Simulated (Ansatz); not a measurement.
**What tensor shear ε_xy = +1.71 % does to Ta**

Consider Ta in the bcc (W type) structure (space group Im-3m, No. 229; a = 3.282 Å; relaxed with 0.1 eV smearing). Axes: x, y, z lie along the cube axes.

Modification: tensor shear ε_xy = +1.71 % (engineering shear γ = 0.0342), atoms relaxed at fixed cell.

Computed with PBEsol (Ansatz, an electronic-structure program; PAW; 420 eV plane waves; no SOC). Γ-centred 28×28×28 mesh, Fermi–Dirac width 0.1 eV.

| quantity | base | changed | shift |
|---|---|---|---|
| volume per atom | 17.68 Å³ | 17.68 Å³ | -0.005 Å³ |
| space group | Im-3m (No. 229) | Fmmm (No. 69) | – |
| shortest interatomic distance | 2.843 Å | 2.810 Å | -0.0323 Å |
| energy relative to the base (free energy F) | 0 meV/atom | +4.7 meV/atom | +4.7 meV/atom |
| pressure (mean of the normal stresses, compression positive) | 0.0 GPa | 0.1 GPa | +0.1 GPa |
| band gap | zero | zero | – |
| stress (xx, yy, zz, yz, xz, xy; compression positive) | – | (0.1, 0.1, 0.2, 0.0, 0.0, -2.5) GPa | – |

The cells carry an imposed strain or load. No phonon test of stability was made. The final runs are not spin-polarised.
